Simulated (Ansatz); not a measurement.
Given:

```yaml
crystal:
  lattice:
    - [0.04295, 3.00374, 3.00374]
    - [3.00374, 0.04295, 3.00374]
    - [3.04669, 3.04669, 0.00000]
  atoms:
    - { symbol: Cd, position: [0.00311, 0.00311, 0.99689] }
    - { symbol: Se, position: [0.24689, 0.24689, 0.25311] }
```

No spin polarisation.

Level of theory: LDA/PAW in Ansatz (a first-principles code), scalar-relativistic without spin-orbit coupling. Γ-centred 10×10×10 mesh, Fermi–Dirac width 0.05 eV.

Task: What pressure (mean of the normal stresses, compression positive) does the calculation give?

Result: -0.01 GPa.

Task: What valence-band top at Γ (three highest levels, from the VBM) does the calculation give?

Result: 0.00, -0.07, -0.13 eV.

Task: What is the computed gap character?

Result: Direct at Γ.

The cells carry an imposed strain or load. No phonon test of stability was made. The cell was made from CdSe in the zinc blende structure (space group F-43m, No. 216) by this change: tensor shear ε_xy = +1.43 %.
